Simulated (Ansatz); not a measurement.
# White tin (β-Sn)

Method: BLYP in Ansatz (PAW).

Numerical settings: plane-wave cutoff 520 eV, 20×20×20 k mesh, Fermi–Dirac smearing 0.05 eV, scalar-relativistic PAW data made under PBE.

Cell (relaxed at this level):

```xyz
2
Lattice="-3.0657 3.0657 1.6593 3.0657 -3.0657 1.6593 3.0657 3.0657 -1.6593" Properties=species:S:1:pos:R:3 pbc="T T T"
Sn     3.0657     0.0000     0.8296
Sn     0.0000     0.0000     0.0000
```

```yaml
bulk modulus B0: 35.2 GPa
band_gap: zero (no gap)
pressure derivative B′ of the bulk modulus: 4.8
```

Measured, for comparison: bulk modulus 57.0 GPa (temperature not stated, not corrected to a static lattice; as tabulated in Chen et al. (2023), arXiv:2209.05059). Computed (rounded) less measured: bulk modulus -38 %.

Note: the cell is over a tenth larger than the published one: the level's own overestimate first of all, though another phase or state, or a fault of the published cell, is possible; the bulk modulus comes from volumes at which shape and atoms were relaxed.

Spin–orbit coupling is not included.

Static lattice: no zero-point or thermal effects.

The result took very roughly 8 core-minutes.

Ansatz is a quantum-chemistry and plane-wave program.
